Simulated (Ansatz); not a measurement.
The parent structure is Sr in the fcc (Cu type) structure (space group Fm-3m, No. 225; a = 6.1002 Å).

All numbers come from plane-wave PAW DFT at the r2SCAN level (Ansatz, an electronic-structure program, 500 eV), no spin-orbit coupling, earlier PAW set.

Before the change:

The lattice parameter a is 6.100 Å.

The change: cell and atoms relaxed at a pressure of 1.5 GPa.

Task: Estimate the effect on the lattice parameter a.

Result: The lattice parameter a drops by 0.219 Å, from 6.100 Å to 5.881 Å.

Load acts through the strain it causes; cell and atoms are relaxed under it. Whether these cells are dynamically stable was not tested.
